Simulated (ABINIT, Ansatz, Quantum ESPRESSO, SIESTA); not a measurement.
## Code comparison for SrTiO3 (Pm-3m, 5 atoms in the cell)

Self-consistent single point.

```yaml
crystal:
  lattice:
    - [3.98896, 0.00000, 0.00000]
    - [0.00000, 3.98896, 0.00000]
    - [0.00000, 0.00000, 3.98896]
  atoms:
    - { symbol: Sr, position: [0.00000, 0.00000, 0.00000] }
    - { symbol: Ti, position: [0.50000, 0.50000, 0.50000] }
    - { symbol: O, position: [0.50000, 0.00000, 0.50000] }
    - { symbol: O, position: [0.00000, 0.50000, 0.50000] }
    - { symbol: O, position: [0.50000, 0.50000, 0.00000] }
```

Shared settings, as Ansatz (a first-principles code) writes them: kpoints.mp_grid.grid = 7 7 7; scf.occupations.method = fermi_dirac; scf.occupations.width = 0.02 eV. Potentials and cutoffs stand in the table.

```tsv
code	model	pressure (GPa)	cutoff
Ansatz	PBE, default PAW files	-6.74	default
ABINIT	PBE, PAW (JTH v2.0 PBE PAW)	-6.54	30 Ha
Quantum ESPRESSO	PBE, PseudoDojo standard norm-conserving (PBE) pseudopotentials	-6.57	85 Ry
SIESTA	GGA PBE, numerical atomic orbitals DZP, PseudoDojo PBE standard norm-conserving potentials (rewritten from UPF to PSML)	-3.51	grid 300 Ry
```

On Ansatz's run: spin polarisation is off, so a magnetic state, if there is one, cannot be reached.

The spread over the programs that give each value: pressure within 3.23 GPa.

SIESTA uses small atom-centred bases, whose incompleteness enters pressures, forces and empty levels differently from a plane-wave cutoff. Ansatz's pressure is given at a fixed set of plane waves, as the other plane-wave codes print theirs; with its correction for the finite basis it is -6.20 GPa (the shift of 0.54 GPa shows how far the cutoff is from converged). In the pressure, SIESTA (by 3.06) lies more than 1 GPa from the median of the plane-wave programs.

This mesh misses zone-boundary points where a band edge of such crystals can lie, so no gaps are given.

On the base mesh (6 6 6) the same programs gave: Ansatz pressure -6.75 GPa; Quantum ESPRESSO pressure -6.57 GPa; ABINIT pressure -6.54 GPa; SIESTA pressure -3.51 GPa.

The starting cell has typed, rounded lattice constants, without a prior relaxation at this level. Its lattice was rescaled by a random factor within 2.5 % of one.

Left out of this page: GPAW and FLEUR (not drawn, or without a comparable value); CP2K (on another mesh).

Keys are those of Ansatz 0.2.
